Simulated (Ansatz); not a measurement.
## HfO2, pressure series

Base system: HfO₂ in the fluorite structure (space group Fm-3m, No. 225).

```
HfO2
1.0
    0.00000     2.54906     2.54906
    2.54906     0.00000     2.54906
    2.54906     2.54906     0.00000
Hf O
1 2
Cartesian
  0.00000   0.00000   0.00000
  1.27453   1.27453   1.27453
  3.82359   3.82359   3.82359
```

Cell and atoms are relaxed at each pressure.

The values are results of PBE (Ansatz, a quantum-chemistry and plane-wave program), no SOC, earlier PAW set, not measurements.

Candidates:
(a) pressure 50 GPa
(b) pressure 30 GPa
(c) pressure 100 GPa
(d) pressure 7 GPa

Base values:

| Quantity | Result |
|---|---|
| Band gap | 3.75 eV |

### Question
Order them by band gap, highest first.

### Answer
(c) pressure 100 GPa (4.25 eV), (a) pressure 50 GPa (4.09 eV), (b) pressure 30 GPa (3.98 eV), (d) pressure 7 GPa (3.81 eV)

Spin-orbit coupling, missing from the scalar runs, can matter with Hf. Load acts through the strain it causes; cell and atoms are relaxed under it. No phonon test of stability was made. No other phases were tried under pressure. This is not the structure that HfO2 has at room temperature and ambient pressure.
